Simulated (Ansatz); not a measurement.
PbSe under a change: electrons 2.0×10^21 cm⁻³

Base system: PbSe in the rock salt structure (space group Fm-3m, No. 225; a = 6.178 Å).

One thing is altered: electron doping at 2.0×10^21 cm⁻³ (0.118 per cell), with a uniform compensating background at fixed cell and a 300 K Fermi–Dirac width.

Computed with r2SCAN (Ansatz, a program for electronic structure), no SOC, earlier PAW set. Γ-centred 21×21×21 mesh, Fermi–Dirac width 0.0259 eV.

```csv
quantity,base,changed,shift
gap between the host's bands,0.67 eV,0.64 eV,-0.03 eV
gap character,direct at L,direct at L,–
"valley order (the lowest conduction-band minima on the path, energy above the VBM, named in the base's zone)","L along ⟨111⟩ 0.67 eV; a point along ⟨110⟩, about 0.6 Å⁻¹ from Γ 1.47 eV","L along ⟨111⟩ 0.64 eV; a point along ⟨110⟩, about 0.6 Å⁻¹ from Γ 1.44 eV",–
Fermi level relative to the doped band's edge (positive inside the band; to 0.05 eV),–,+0.70 eV,–
```

Charged cell with a jellium background: band edges are those of the host's band count, energies are not comparable with the neutral cell, and many-body gap narrowing is missing. With Pb present, leaving out spin-orbit coupling can change the band edges. No phonon test of stability was made.
